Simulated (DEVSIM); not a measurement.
**Si p-i-n diode**

System: Si p-i-n diode, at 300 K.

```tsv
layer (left to right)	material	thickness (μm)	Nd (cm⁻³)	Na (cm⁻³)	τn (s)	τp (s)
1	Si	0.500	-	4.3e17	3.7e-7	3.7e-7
2	Si	0.660	2.8e13	-	3.7e-7	3.7e-7
3	Si	1.70	7.7e17	-	3.7e-7	3.7e-7
```

Left contact: ohmic. Right contact: ohmic. Voltage is applied to the left contact. Recombination: SRH at mid-gap. Mobility is μmin + (μ − μmin)/(1 + (N/Nref)^α).

This is a model device: material constants are rounded textbook-type values typed into the input, and sizes, dopings and lifetimes were drawn at random. Values at 300 K.

```csv
parameter,Si
gap (eV),1.124
affinity (eV),4.05
permittivity,11.7
Nc (cm⁻³),2.86e19
Nv (cm⁻³),3.1e19
μn (cm²/Vs),1417
μp (cm²/Vs),470
"μn,min",52
"μp,min",45
"Nref,n",9.7e16
"Nref,p",2.2e17
αn,0.68
αp,0.72
```

Model (solved in DEVSIM): 1D drift-diffusion, Boltzmann statistics, complete ionisation; no tunnelling, impact ionisation, image-force lowering or self-heating.

```
Item                                            Result
---------------------------------------------  -------
Potential step across the device at zero bias  0.920 V
Dark forward voltage at 1 A/cm²                0.654 V
Dark forward voltage at 100 A/cm²              0.775 V
```

Dark reverse current:

| V (V) | J (A/cm²) |
|---|---|
| -0.40 | -5.6e-8 |
| -1.00 | -8.7e-8 |
| -2.00 | -1.1e-7 |
| -3.00 | -1.2e-7 |
| -4.00 | -1.3e-7 |
| -6.00 | -1.4e-7 |
| -8.00 | -1.4e-7 |
| -10.00 | -1.5e-7 |
| -13.00 | -1.5e-7 |
| -16.00 | -1.5e-7 |

Dark forward current:

(V (V), J (A/cm²)): (0.05, 3.2e-8); (0.10, 1.2e-7); (0.15, 3.6e-7); (0.20, 1.1e-6); (0.25, 3.3e-6); (0.30, 1.1e-5); (0.35, 3.7e-5); (0.40, 0.00014); (0.45, 0.00067); (0.50, 0.0036); (0.55, 0.021); (0.60, 0.13); (0.65, 0.87); (0.70, 5.8); (0.75, 39); (0.80, 250); (0.85, 1300); (0.90, 4800)
